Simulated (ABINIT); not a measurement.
## ABINIT run on BaC₂ (C2/c, 6 atoms in the cell): self-consistent single point

Method of the run: PBEsol, PAW (JTH v2.0 PBE PAW, files made for PBE) (plane waves; ABINIT).

Input as run:

```
# BaC2, JTH v2.0 PBE PAW
pp_dirpath "./"
pseudos "Ba.GGA_PBE-JTH.xml, C.GGA_PBE-JTH.xml"
acell 8.4069135244 8.4069135244 15.5331510981
rprim
         0.8485373424   -0.5291355011   -0.0000000000
         0.8485373424    0.5291355011   -0.0000000000
        -0.3454047058    0.0000000000    0.9384538290
natom 6
ntypat 2
znucl 56 6
typat 1 1 2 2 2 2
xcart
         3.0651395000   -1.4604624758    1.9284732500
         1.6455625000    1.4604624758    5.7854197500
         4.3190962131    0.7233811270    3.4367707483
         0.3916057869   -0.7233811270    4.2771222517
         1.8111827869    0.7233811270    0.4201757517
         2.8995192131   -0.7233811270    7.2937172483
      Angstrom
ecut 571 eV
pawecutdg 1143 eV
pawovlp -1
pawxcdev 0
ixc -116133
occopt 3
tsmear 0.00183747
nband 24
kptopt 1
ngkpt 5 5 3
nshiftk 1
shiftk 0 0 0
nstep 60
tolvrs 1.0e-11
prtwf 0
prtden 0
enunit 1
```

The program printed (abridged):

```
 Symmetries : space group C2/c (# 15); Bravais mC (1-face-center monocl.)

 -outvars: echo values of preprocessed input variables --------
            acell      8.4069135244E+00  8.4069135244E+00  1.5533151098E+01 Bohr
             ecut      2.09838648E+01 Hartree
           enunit           1
              ixc     -116133
         kptrlatt        5    0    0      0    5    0      0    0    3
          kptrlen      4.20345676E+01
            natom           6
            nband          24
            ngfft          36      36      72
          ngfftdg          50      50      96
             nkpt          24
            nstep          60
             nsym           4
           ntypat           2
           occopt           3
        pawecutdg      4.20044789E+01 Hartree
          pawovlp     -1.0000000000E+00
         pawxcdev           0
            rprim      8.4853734240E-01 -5.2913550110E-01 -0.0000000000E+00
                       8.4853734240E-01  5.2913550110E-01 -0.0000000000E+00
                      -3.4540470580E-01  0.0000000000E+00  9.3845382900E-01
          spgroup          15
           tolvrs      1.00000000E-11
           tsmear      1.83747000E-03 Hartree
            typat      1  1  2  2  2  2
           useylm           1
             xred      8.1021000353E-01  1.8979000087E-01  2.5000000219E-01
                       1.8979000087E-01  8.1021000353E-01  7.5000000219E-01
                       5.8597000260E-01  8.9327000392E-01  4.4553000305E-01
                       4.1403000180E-01  1.0673000048E-01  5.5447000133E-01
                       1.0673000048E-01  4.1403000180E-01  5.4470001334E-02
                       8.9327000392E-01  5.8597000260E-01  9.4553000305E-01
            znucl       56.00000    6.00000

== DATASET  1 ==================================================================

 Real(R)+Recip(G) space primitive vectors, cartesian coordinates (Bohr,Bohr^-1):
 R(1)=  7.1335801 -4.4483964  0.0000000  G(1)=  0.0700910 -0.1124001  0.0257975
 R(2)=  7.1335801  4.4483964  0.0000000  G(2)=  0.0700910  0.1124001  0.0257975
 R(3)= -5.3652235  0.0000000 14.5771451  G(3)=  0.0000000  0.0000000  0.0686005
 Unit cell volume ucvol=  9.2515286E+02 bohr^3
 Angles (23,13,12)=  1.07042968E+02  1.07042968E+02  6.38941254E+01 degrees

 Coarse grid specifications (used for wave-functions):

 getcut: wavevector=  0.0000  0.0000  0.0000  ngfft=  36  36  72
         ecut(hartree)=     20.984   => boxcut(ratio)=   2.07670

 Fine grid specifications (used for densities):

 getcut: wavevector=  0.0000  0.0000  0.0000  ngfft=  50  50  96
         ecut(hartree)=     42.004   => boxcut(ratio)=   2.03866

   5.07131480E+03                                ecore*ucvol(ha*bohr**3)

_setup2: Arith. and geom. avg. npw (full set) are    4247.827    4247.816

--- !BeginCycle
solver: {iscf: 17, nstep: 60, nline: 4, wfoptalg: 10, }
tolerances: {tolvrs: 1.00E-11, }
...

     iter   Etot(hartree)      deltaE(h)  residm     nres2
 ETOT  1  -74.724599026242    -7.472E+01 2.181E-02 4.638E+01
 ETOT  2  -74.555469858560     1.691E-01 5.377E-03 2.996E+00
 ETOT  3  -74.553400891504     2.069E-03 1.339E-03 5.369E-01
 ETOT  4  -74.554281706056    -8.808E-04 1.013E-03 2.523E-02
 ETOT  5  -74.554657117013    -3.754E-04 2.535E-04 1.801E-03
 ETOT  6  -74.554699260128    -4.214E-05 2.733E-04 1.401E-04
   [... 3 lines left out ...]
 ETOT 10  -74.554703100810    -6.178E-10 1.110E-04 1.155E-08
 ETOT 11  -74.554703100967    -1.576E-10 5.946E-05 2.452E-09
 ETOT 12  -74.554703101003    -3.581E-11 4.905E-05 2.509E-10
 ETOT 13  -74.554703101007    -3.865E-12 2.480E-05 3.667E-11
 ETOT 14  -74.554703101007    -1.990E-13 1.949E-05 2.810E-12

 At SCF step   14       nres2   =  2.81E-12 < tolvrs=  1.00E-11 =>converged.

 Cartesian components of stress tensor (hartree/bohr^3)
  sigma(1 1)=  3.13103967E-06  sigma(3 2)=  0.00000000E+00
  sigma(2 2)= -6.61448875E-05  sigma(3 1)=  1.00181552E-05
  sigma(3 3)= -5.37315514E-05  sigma(2 1)=  0.00000000E+00

 ----iterations are completed or convergence reached----

 reduced coordinates (array xred) for    6 atoms
       0.810210003534      0.189790000868      0.250000002193
       0.189790000868      0.810210003534      0.750000002193
       0.585970002597      0.893270003917      0.445530003052
       0.414030001805      0.106730000484      0.554470001334
       0.106730000484      0.414030001805      0.054470001334
       0.893270003917      0.585970002597      0.945530003052
 cartesian forces (eV/Angstrom) at end:
    1      0.00000000000000    -0.03486271253490    -0.00000000000000
    2      0.00000000000000     0.03486271253490    -0.00000000000000
    3      0.18296901948053    -0.98254616829265    -0.91428380259946
    4     -0.18296901948053     0.98254616829265     0.91428380259946
    5     -0.18296901948053    -0.98254616829265     0.91428380259946
    6      0.18296901948053     0.98254616829265    -0.91428380259946
 frms,max,avg= 6.3864391E-01 9.8254617E-01   0.000E+00  0.000E+00  0.000E+00 e/A
 length scales=  8.406913524400  8.406913524400 15.533151098100 bohr
              =  4.448747031700  4.448747031700  8.219789538699 angstroms
 Fermi (or HOMO) energy (eV) =   1.63419   Average Vxc (eV)=  -8.97473
 Eigenvalues (   eV  ) for nkpt=  24  k points:
 kpt#   1, nband= 24, wtk=  0.01333, kpt=  0.0000  0.0000  0.0000 (reduced coord)
 -25.15355  -25.11934  -12.05271  -11.46375  -10.27231  -10.23694  -10.20323  -10.19385
 -10.15440   -9.78503   -2.81788   -2.16347   -0.92652   -0.80705   -0.55876   -0.53616
  -0.18436    0.37727    3.30842    4.21982    4.59554    5.26794    5.50378    6.17566
 prteigrs : prtvol=0 or 1, do not print more k-points.

--- !EnergyTerms
comment             : Components of total free energy in Hartree
kinetic             :  3.10294467203101E+01
hartree             :  1.28917900225976E+01
xc                  : -2.73565023979858E+01
Ewald energy        : -6.01223157649277E+01
psp_core            :  5.48159665843400E+00
local_psp           : -4.12160295878675E+01
spherical_terms     :  4.73731033981309E+00
internal            : -7.45547040096263E+01
'-kT*entropy'       : -4.71275744089367E-12
total_energy        : -7.45547040096310E+01
total_energy_eV     : -2.02873666937475E+03
...

-Cartesian components of stress tensor (GPa)         [Pressure=  1.1449E+00 GPa]
- sigma(1 1)=  9.21183518E-02  sigma(3 2)=  0.00000000E+00
- sigma(2 2)= -1.94604945E+00  sigma(3 1)=  2.94744253E-01
- sigma(3 3)= -1.58083655E+00  sigma(2 1)=  0.00000000E+00

 Calculation completed.
```

The run converged in 14 iterations.

The starting cell comes from a database of computed structures (which also holds hypothetical and non-ambient phases and stackings), without a prior relaxation at this level. Its lattice was rescaled by a random factor within 2.5 % of one. The potentials were made for another functional than the one used. Forces in this geometry exceed 1 eV/Å.

Cost on one core of a shared machine: roughly 6 min.
